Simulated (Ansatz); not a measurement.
Start from Fe in the bcc (W type) structure (space group Im-3m, No. 229; a = 2.865 Å; ferromagnetic).

All numbers come from r2SCAN in Ansatz (plane waves to 500 eV, PAW, scalar-relativistic without spin-orbit coupling).

Before the change:

* **Magnetic state**: ferromagnetic
* **Density**: 7.89 g/cm³

Modification: Cr takes the place of Fe on all its sites; the structure is relaxed again.

Tabulated Pauling electronegativity and covalent radius: Fe 1.83, 1.32 Å; Cr 1.66, 1.39 Å.

### Question
What does the calculation give for the magnetic state after the change?

### Answer
The magnetic state goes from ferromagnetic to non-magnetic.

### Question
How does this affect the density?

### Answer
The density decreases by 0.27 g/cm³ (7.89 g/cm³ → 7.62 g/cm³).

The magnetic state is the one reached from the starting moments; the real material's order can differ, and small cells can't hold many antiferromagnetic ones. Whether these cells are dynamically stable was not tested. Starting moments died away, wholly or in part, for Fe → Cr; another magnetic solution may exist. Spin-polarised in the final run: base; the other runs are not. Real Cr is antiferromagnetic at low temperature and ambient pressure, an order that this cell doesn't hold.

Ansatz is a quantum-chemistry and plane-wave program.
